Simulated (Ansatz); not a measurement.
Abridged Ansatz (an electronic-structure program) output:

```
Relaxation: its limit of steps is 50 (relax.max_steps)
Pseudopotential: Cd, paw, valence charge 20
Pseudopotential: Ge, paw, valence charge 14
Pseudopotential: As, paw, valence charge 15
Crystal: 8 atoms, lattice volume = 189.321 Å³
Basis set: ecut = 420 eV, 3691 PW (Γ), exchange–correlation on 96×96×96 points (8 copies of the dense FFT grid, shifted against one another)
Bands: 77, of which v1, the nominal top of the filled ones, is band 64 counted from 1 (63 counted from 0)
Symmetry: 8 space group operations
k-points: 59 of 512 (time reversal used)
Functional: x = slater, c = lda
SCF iter   1: F=—  HF=-43762.313703 eV  |F-HF|=—  |Δ(HF+E_count)|=         —  Δρ=6.28e-3  dr2=4.63e-2  ethr=1.77e-3  ⟨swp⟩=5.9  Hψ=15468  notcnv=0  defer=15
SCF iter   2: F=—  HF=-43762.301053 eV  |F-HF|=—  |Δ(HF+E_count)|=   1.27e-2  Δρ=2.66e-3  dr2=7.87e-3  ethr=3.62e-5  ⟨swp⟩=2.0  Hψ=9160  notcnv=0  defer=234
SCF 1 converged in 9 iterations: F = -43762.299426 eV  dr2 = 4.72e-10
relax step   1: F+E_penalty+E_count = -43762.29942619 eV  Δ(F+E_penalty+E_count) = +0.000e0 eV  max|allowed force component| = 1.102e-2 eV/Å  Δτ_max = 0.0000 Å  (9 SCF iters, accepted)
Crystal: 8 atoms, lattice volume = 189.321 Å³
SCF iter   1: F=—  HF=-43762.299450 eV  |F-HF|=—  |Δ(HF+E_count)|=         —  Δρ=5.37e-5  dr2=3.06e-6  ethr=2.37e-9  ⟨swp⟩=2.0  Hψ=12611  notcnv=0  defer=326
SCF iter   2: F=—  HF=-43762.299449 eV  |F-HF|=—  |Δ(HF+E_count)|=   6.56e-7  Δρ=2.81e-5  dr2=8.51e-7  ethr=2.37e-9  ⟨swp⟩=1.5  Hψ=5891  notcnv=0  defer=326
SCF 2 converged in 5 iterations: F = -43762.299449 eV  dr2 = 3.00e-10
relax step   2: F+E_penalty+E_count = -43762.29944891 eV  Δ(F+E_penalty+E_count) = -2.271e-5 eV  max|allowed force component| = 4.441e-4 eV/Å  Δτ_max = 0.0011 Å  (5 SCF iters, accepted)
SCF converged after 5 iterations
Free energy (F): -43762.299449 eV
Internal energy: -43762.298838 eV  (E = F + TS)
E sigma→0 (E₀):  -43762.299143 eV
Entropy (-TS):   -0.000611 eV (-0.076 meV/atom)
Fermi energy:    9.264008 eV
--- Forces (eV/Å), atoms counted from 1 ---
  atom   1  Cd     0.00000000     0.00000000    -0.00000000
  atom   2  Cd     0.00000000    -0.00000000    -0.00000000
  atom   3  Ge     0.00000000     0.00000000    -0.00000000
  atom   4  Ge     0.00000000    -0.00000000    -0.00000000
  atom   5  As    -0.00044413     0.00000000    -0.00000000
  atom   6  As    -0.00000000     0.00044413     0.00000000
  atom   7  As     0.00044413    -0.00000000     0.00000000
  atom   8  As     0.00000000    -0.00044413    -0.00000000
--- Stress (GPa, compression-positive) ---
        1.591000      -0.000000       0.000000
       -0.000000       1.591000      -0.000000
        0.000000      -0.000000       1.528161
  P = ⅓ Tr σ = 1.5701 GPa (15.701 kbar)
--- Relaxed structure (2 steps of the walk, 2 accepted, 0 SCFs on fresh bases) ---
  atoms:
    - { symbol: Cd, position: [4.649663777277356e-21, 2.116487150742585e-35, 4.649663777277377e-21] }
    - { symbol: Cd, position: [0.75, 0.24999999999999997, 0.5] }
    - { symbol: Ge, position: [0.49999999999999994, 0.49999999999999994, 4.649663777277377e-21] }
    - { symbol: Ge, position: [0.24999999999999997, 0.75, 0.5] }
    - { symbol: As, position: [0.8749999999999999, 0.8512006835354354, 0.47620068353543554] }
    - { symbol: As, position: [0.14879931646456437, 0.625, 0.02379931646456443] }
    - { symbol: As, position: [0.375, 0.39879931646456446, 0.5237993164645645] }
    - { symbol: As, position: [0.6012006835354357, 0.125, 0.9762006835354357] }
```

**Question.** What was computed, and what are the main results?

**Answer.** CdGeAs2, 8 atoms in the cell, with LDA (Ansatz; PAW; 420 eV plane waves; no spin-orbit coupling). The last SCF converged to F = -43762.299449 eV, or -5470.2874 eV per atom, at a pressure of 1.57 GPa. The total energy compares only with runs of the same code, potentials and settings.

The cells carry an imposed strain or load. Stability against distortions was not tested. The cell was made from CdGeAs$_{2}$ in the chalcopyrite structure (space group I-42d, No. 122) by this change: isotropic strain −0.75 %.

Keys are those of Ansatz 0.2.
